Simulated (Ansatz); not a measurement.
Results of RPBE in Ansatz (plane waves, PAW) for fluorite CoSi2.

Numerical settings: plane-wave cutoff 520 eV, 22×22×22 k mesh, Fermi–Dirac smearing 0.064 eV (set by the program), no spin polarisation, scalar-relativistic PAW data made under PBE.

Computed at the level's own relaxed cell.

```
CELL_PARAMETERS angstrom
      0.00000     2.69492     2.69492
      2.69492     0.00000     2.69492
      2.69492     2.69492     0.00000
ATOMIC_POSITIONS crystal
  Co 0.00000 0.00000 0.00000
  Si 0.25000 0.25000 0.25000
  Si 0.75000 0.75000 0.75000
```

### Question
Give the elastic tensor (Voigt notation, GPa, ions relaxed, in the Cartesian axes of the cell as printed).

### Answer

```
  228.1   142.6   142.6     0.0     0.0     0.0
  142.6   228.1   142.6     0.0     0.0     0.0
  142.6   142.6   228.1     0.0     0.0     0.0
    0.0     0.0     0.0    87.0     0.0     0.0
    0.0     0.0     0.0     0.0    87.0     0.0
    0.0     0.0     0.0     0.0     0.0    87.0
```

Computed values are for the static lattice.

Ansatz is a program for electronic structure.
